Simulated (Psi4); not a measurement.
Psi4 1.11, unrestricted B3LYP/def2-svpd: Ta(O)(Cl)2 ([O]=[Ta]([Cl])[Cl]), charge 0, multiplicity 2, 4 atoms. The geometry is a generated start, not checked to be a minimum at this level.

- task: energy
- method: b3lyp
- basis: def2-svpd
- memory: 3 GB
- maxiter: 100
- keys of the molecule block: symmetry c1
- scf_type: df (default)
- guess: auto, which took SAD (default)
- scf_initial_accelerator: adiis (default)
- e_convergence: 1e-06 (default)
- d_convergence: 1e-06 (default)
- dft_radial_points: 75 (default)
- dft_spherical_points: 302 (default)
- effective core potentials: those of the basis set, past Kr
- basis functions: 112
- grid points: 86594

```xyz
4

Ta    -0.1150    -0.1004    -0.0217
O     -1.3770    -1.2149    -0.2472
Cl    -0.2747     1.9888    -0.7026
Cl     1.7667    -0.6734     0.9715
```

Charge 0 and multiplicity 2 are set for this test and not shown to be the ground state.

One run each on 2 threads. Values of diis_max_vecs tried: 3, 6, 10 (default), 20.

Problem. Which value of diis_max_vecs needs the fewest SCF iterations, and what happens away from it?

Solution. Fewest SCF iterations, within one of each other: 10 (default) with 12, 20 with 12. The count rises to 22 at 3. All converge to one solution.

| diis_max_vecs | SCF iterations | end |
|---|---|---|
| 3 | 22 | same solution |
| 6 | 14 | same solution |
| 10 (default) | 12 | same solution |
| 20 | 12 | same solution |
